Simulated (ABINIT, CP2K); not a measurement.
An ABINIT input for a self-consistent single point of Be (P6_3/mmc, 2 atoms in the cell) (DFT, PBE, plane waves, norm-conserving pseudopotentials (PseudoDojo nc-sr-05 PBE standard)):

```
# Be, PseudoDojo nc-sr-05 PBE standard
pp_dirpath "./"
pseudos "Be.upf"
acell 2.2899999973 2.2899999973 3.5800000000 Angstrom
rprim
         0.5000000000   -0.8660254038    0.0000000000
         0.5000000000    0.8660254038    0.0000000000
         0.0000000000    0.0000000000    1.0000000000
natom 2
ntypat 1
znucl 4
typat 1 1
xcart
         1.1449999987    0.6610660574    0.8950000000
         1.1449999987   -0.6610660574    2.6850000000
      Angstrom
ecut 1197 eV
ixc 11
occopt 3
tsmear 0.1 eV
nband 9
kptopt 1
ngkpt 16 16 9
nshiftk 1
shiftk 0 0 0
nstep 50
tolvrs 1.0e-10
prtwf 0
prtden 0
```

Q: Give the CP2K input for the same structure, mesh, smearing and functional.

A: This is the input that was run; spellings and numerical settings could be chosen otherwise.

```
&GLOBAL
  PROJECT calc
  RUN_TYPE ENERGY_FORCE
  PRINT_LEVEL LOW
&END GLOBAL
&FORCE_EVAL
  METHOD Quickstep
  STRESS_TENSOR ANALYTICAL
  &DFT
    BASIS_SET_FILE_NAME BASIS_MOLOPT
    POTENTIAL_FILE_NAME GTH_POTENTIALS
    &QS
      METHOD GPW
      EPS_DEFAULT 1E-11
    &END QS
    &MGRID
      CUTOFF 600
      REL_CUTOFF 60
      NGRIDS 5
    &END MGRID
    &SCF
      SCF_GUESS ATOMIC
      EPS_SCF 1E-7
      MAX_SCF 100
      ADDED_MOS 4
      &DIAGONALIZATION
        ALGORITHM STANDARD
      &END DIAGONALIZATION
      &MIXING
        METHOD BROYDEN_MIXING
        ALPHA 0.2
        NBUFFER 12
      &END MIXING
      &SMEAR ON
        METHOD FERMI_DIRAC
        ELECTRONIC_TEMPERATURE [K] 1160.45
      &END SMEAR
    &END SCF
    &KPOINTS
      SCHEME MONKHORST-PACK 16 16 9
      GAMMA_CENTERED T
    &END KPOINTS
    &XC
      &XC_FUNCTIONAL PBE
      &END XC_FUNCTIONAL
    &END XC
    &PRINT
      &MO
        EIGENVALUES T
        OCCUPATION_NUMBERS T
        NDIGITS 8
        FILENAME mo
        &EACH
          QS_SCF 0
        &END EACH
        ADD_LAST NUMERIC
      &END MO
      &MULLIKEN OFF
      &END MULLIKEN
    &END PRINT
  &END DFT
  &SUBSYS
    &CELL
      A 2.29000000 0.00000000 0.00000000
      B -1.14500000 1.98319800 0.00000000
      C 0.00000000 0.00000000 3.58000000
      PERIODIC XYZ
    &END CELL
    &COORD
      SCALED
      Be       0.33333333     0.66666667     0.25000000
      Be       0.66666667     0.33333333     0.75000000
    &END COORD
    &KIND Be
      BASIS_SET DZVP-MOLOPT-SR-GTH-q4
      POTENTIAL GTH-PBE-q4
    &END KIND
  &END SUBSYS
  &PRINT
    &FORCES ON
    &END FORCES
    &STRESS_TENSOR ON
    &END STRESS_TENSOR
  &END PRINT
&END FORCE_EVAL
```

Basis settings and potentials, where a program has them, do not carry over. This input uses DFT PBE, GPW, DZVP-MOLOPT-SR-GTH basis, GTH-PBE potentials (GTH_POTENTIALS). Both were run: pressure -2.40 GPa in ABINIT and -3.27 in CP2K.

On CP2K: the starting cell has typed, rounded lattice constants, without a prior relaxation at this level. Values carry the incompleteness of an atom-centred basis. With a pressure of about -3 GPa the cell is away from its equilibrium volume at this level.

On ABINIT: the starting cell has typed, rounded lattice constants, without a prior relaxation at this level.
